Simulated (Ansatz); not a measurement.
```
CELL_PARAMETERS angstrom
     13.50000     0.00000     0.00000
      0.00000    13.50000     0.00000
      0.00000     0.00000     3.98445
ATOMIC_POSITIONS crystal
  Be 0.43825 0.43825 0.00000
  S  0.40373 0.40373 0.50000
  S  0.40373 0.59627 0.00000
  Be 0.43825 0.56175 0.50000
  S  0.59627 0.40373 0.00000
  Be 0.56175 0.43825 0.50000
  Be 0.56175 0.56175 0.00000
  S  0.59627 0.59627 0.50000
```

Levels: PBE (plane waves to 420 eV, PAW; Ansatz, a program for electronic structure); r2SCAN (plane waves to 500 eV, PAW; Ansatz); HSE06 (Ansatz). Unmarked values and the geometry are of the first. Mesh 1×1×70. No spin polarisation. It repeats along c; a and b span vacuum. A hypothetical model. Symmetry and one short period hold its shape; lower forms weren't sought. HSE06 ran on a 1×1×5 mesh and at PBE's edge points. Buckling under compression is shut out by symmetry and the short period.

**Question.** Give the properties of this body.

**Answer.** 
```
Item                                                                                               Value
---------------------------------------------------------  ---------------------------------------------
largest distance between nuclei across the axis                                                   3.68 Å
PBE gap                                                    2.79 eV, indirect, from Γ to k = 0.198 × 2π/c
electron mass along the axis (PBE)                                                               0.30 mₑ
hole mass along the axis (PBE)                                                                   0.74 mₑ
valence and conduction edges under the vacuum level (PBE)                               5.80 and 3.01 eV
r2SCAN gap at this geometry                                                                      3.30 eV
HSE06 gap at this geometry                                                                       3.86 eV
axial stiffness dF/dε                                                                              34 nN
```
